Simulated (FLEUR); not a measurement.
Worked example: self-consistent single point of Rb3Ba (Fm-3m, 4 atoms in the cell) in FLEUR.

Method: LDA (Perdew-Zunger), all-electron FLAPW (FLEUR), scalar-relativistic valence.

```xyz
4
Lattice="0.0000 5.4626 5.4626 5.4626 0.0000 5.4626 5.4626 5.4626 0.0000" Properties=species:S:1:pos:R:3 pbc="T T T"
Rb     2.7313     2.7313     2.7313
Rb     8.1939     8.1939     8.1939
Rb     5.4626     5.4626     5.4626
Ba     0.0000     0.0000     0.0000
```

Reference input (self-consistent single point, DFT, PBEsol, all-electron FLAPW (FLEUR), scalar-relativistic valence): Kmax = 3.8 1/bohr; GmaxXC = 15.2 1/bohr; xcFunctional = PBEs; jspins = 1; l_soc = F; mode = hist; fermiSmearingEnergy = 0.00183747 Htr; mesh (inpgen div1-3) = 4 4 4; inpgen gamma flag = true; Gmax = 15.2 1/bohr; numbands = 0; maxIterBroyd = 15. This run's input differs from it in these lines:

```diff
@@ -16,3 +16,3 @@
 &comp jspins=1 /
-&exco xctyp='PBEs' /
+&exco xctyp='pz' /
 &kpt div1=4 div2=4 div3=4 gamma=t /
@@ -29,3 +29,3 @@
       <coreElectrons ctail="T" frcor="F" kcrel="0" coretail_lmax="0"/>
-      <xcFunctional name="PBEs" relativisticCorrections="F"/>
+      <xcFunctional name="pz" relativisticCorrections="F"/>
       <magnetism jspins="1"/>
```

Output, abridged:

```
 Iteration:     1   Distance:       1.36619156 me/bohr^3
 Iteration:     2   Distance:       1.28818761 me/bohr^3
 Iteration:     3   Distance:       0.29393563 me/bohr^3
 Iteration:     4   Distance:       0.05493023 me/bohr^3
 Iteration:     5   Distance:       0.04472333 me/bohr^3
   [... 4 lines left out ...]
 Iteration:    10   Distance:       0.00021812 me/bohr^3
 Iteration:    11   Distance:       0.00014375 me/bohr^3
 Iteration:    12   Distance:       0.00002403 me/bohr^3
 Iteration:    13   Distance:       0.00000726 me/bohr^3
 Run finished successfully
 Stop message:
   Structural relaxation: Done

[file out, last iteration]
             iter=     14
[...]
          total density-effective poten   -2.8135620786E+04
          total charge density-energy d   -4.8366663452E+02
 Updated energy parameters for spin:           1
[...]
 fermi energy and band-weighting factors:

[...]
FERMIE:
          first approx. to ef    (T=0)  :   0.079921 htr   (energy of the highest occ. eigenvalue)
          number of occ. states  (T=0)  :        147
          first approx. to seigv (T=0)  : -17.319091 htr
          sum of weights of occ. states :  18.609375
          sum of semicore charge        :   0.000000 e
FERHIS:  Fermi-Energy by histogram:
          bandgap                     :   0.001573 htr
   [... lines left out ...]
          charge neutrality (T=0)     :   0.218750    (zero if the highest occ. eigenvalue is "entirely" occupied)
     EF_NEWTON:  Adjust Fermi-Energy by Newton-Method.
 Direct bandgap for spin            1 :    2.0103223373965848E-002  Htr
 ---->    free energy=                    -17066.9129231805 htr
   [... lines left out ...]
 TOTAL FORCE FOR ATOM TYPE=  1  X=  5.161   Y=  5.161   Z=  5.161
                       FX_TOT= 0.000000 FY_TOT= 0.000000 FZ_TOT= 0.000000
 TOTAL FORCE FOR ATOM TYPE=  2  X= 10.323   Y= 10.323   Z= 10.323
                       FX_TOT= 0.000000 FY_TOT= 0.000000 FZ_TOT= 0.000000
 TOTAL FORCE FOR ATOM TYPE=  3  X=  0.000   Y=  0.000   Z=  0.000
                       FX_TOT= 0.000000 FY_TOT= 0.000000 FZ_TOT= 0.000000
 Structural relaxation: Done
```

The run converged in 13 iterations. FLEUR gives forces in its relaxation mode, with a further iteration, so its stop message speaks of a relaxation. 

The starting cell comes from a database of computed structures (which also holds hypothetical and non-ambient phases and stackings), without a prior relaxation at this level. Its lattice was rescaled by a random factor within 2.5 % of one. Values depend on the basis (sphere radii, cutoffs, local orbitals), which need not be converged. The log's line on a gap gives a spacing of levels on this mesh, which the program prints for metals too.

Cost on one core of a shared machine: roughly 3 min.
